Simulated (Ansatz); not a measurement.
LaN (P6₃mc, No. 186; start mp-567290; another space group than a measured phase of this formula) was calculated with r²SCAN0 (Ansatz, a first-principles code, PAW).

Input file:

Ansatz 0.2 input:
```yaml
crystal:
  lattice:
    - [4.1153921133, 0.0, 0.0]
    - [-2.0576960567, 3.5640341167, 0.0]
    - [0.0, 0.0, 5.8109125946]
  atoms:
    - { symbol: La, position: [0.3333333333, 0.6666666667, 0.994940258] }
    - { symbol: La, position: [0.6666666667, 0.3333333333, 0.494940258] }
    - { symbol: N, position: [0.3333333333, 0.6666666667, 0.415059742] }
    - { symbol: N, position: [0.6666666667, 0.3333333333, 0.915059742] }
basis:
  ecutwfc: 520
  ecutrho_ratio: 4
  xc_grid: 3
kpoints:
  mp_grid: { grid: [9, 9, 4] }
hamiltonian:
  xc: r2scan0
  dispersion: none
  pseudopotentials: { azcp: { folder: ./paw }, kind: paw }
scf:
  occupations: { method: fermi_dirac, width: 0.01 }
  convergence: { dr2_threshold: 0.0000000004 }
output:
  forces: true
  stress: true
  eigenvalues: true
```

Task: How many irreducible k-points, plane waves at Γ does the program set up, and what pressure does the run end with?

Result: 36 irreducible k-points, 2307 plane waves at Γ; P = 2.29 GPa, so the cell is compressed and would expand at this level.

The run printed, among other lines:

```
WARN output.stress: scf.exx.energy_threshold = 1e-6 eV is looser than the 4e-8 eV advised for a stress under a hybrid functional (1e-8 eV for each atom of the …
Crystal: 4 atoms, lattice volume = 85.231 Å³
Basis set: ecut = 520 eV, 2307 PW (Γ), exchange–correlation on 96×96×135 points (27 copies of the dense FFT grid, shifted against one another)
Bands: 20, of which v1, the nominal top of the filled ones, is band 16 counted from 1 (15 counted from 0)
Symmetry: 12 space group operations
Space group: P63mc (ITA 186), of the structure as read, at distance tolerance 4.4e-5 Å
k-points: 36 of 324 (time reversal used)
Initial density: superposition of atomic densities (chi_scale 0.1, normalization cell, long waves kept (reshape's long-wave potential 0.00 eV rms))
Functional: x = r2scan, c = r2scan; τ floored in thin density (d = 2e-4 eV/Å³), warm-up for x = 0.75 r2scan + 0.25 exact, c = r2scan; τ floored in thin density (d = 2e-4 eV/Å³)
SCF iter   1: F=—  HF=-13305.602651 eV  |F-HF|=—  |Δ(HF+E_count)|=         —  Δρ=5.70e-2  dr2=5.08e0  dr2_τ=5.25e-1
SCF iter   2: F=—  HF=-13306.028065 eV  |F-HF|=—  |Δ(HF+E_count)|=   4.25e-1  Δρ=7.08e-2  dr2=4.16e0  dr2_τ=6.22e-1
  ...
Crystal: 4 atoms, lattice volume = 85.231 Å³
Initial density: handed on by an earlier stage of this run
Functional: x = 0.75 r2scan + 0.25 exact, c = r2scan; τ floored in thin density (d = 2e-4 eV/Å³)
Crystal: 4 atoms, lattice volume = 85.231 Å³
Crystal: 4 atoms, lattice volume = 85.231 Å³
SCF iter   1: F=—  HF=-13304.556149 eV  |F-HF|=—  |Δ(HF+E_count)|=         —  Δρ=6.25e-7  dr2=2.11e-10  dr2_τ=1.17e-11
SCF iter   2: F=-13304.556149 eV  HF=-13304.556149 eV  |F-HF|=1.26e-10  |Δ(HF+E_count)|=  4.26e-10  Δρ=4.93e-7  dr2=1.80e-10  dr2_τ=1.77e-11
SCF 4 converged in 2 iterations: F = -13304.556149 eV  dr2 = 1.80e-10
Free energy (F): -13304.556149 eV
Internal energy: -13304.556149 eV  (E = F + TS)
E sigma→0 (E₀):  -13304.556149 eV
Fermi energy:    10.441866 eV
--- Forces (eV/Å), atoms counted from 1 ---
  atom   1  La     0.00000000     0.00000000    -0.02802519
  atom   2  La    -0.00000000    -0.00000000    -0.02802519
  atom   3  N      0.00000000    -0.00000000     0.02803232
  atom   4  N      0.00000000     0.00000000     0.02803232
--- Stress (GPa, compression-positive) ---
        2.467484       0.000000       0.000000
        0.000000       2.467484       0.000000
        0.000000       0.000000       1.949937
  P = ⅓ Tr σ = 2.2950 GPa (22.950 kbar)
```

The PAW data were made under PBE.

Note: cell and atoms aren't relaxed at this level (largest force 0.03 eV/Å, pressure 2.3 GPa).

A start named mp-… is a Materials Project structure, which can be a computed phase never made.
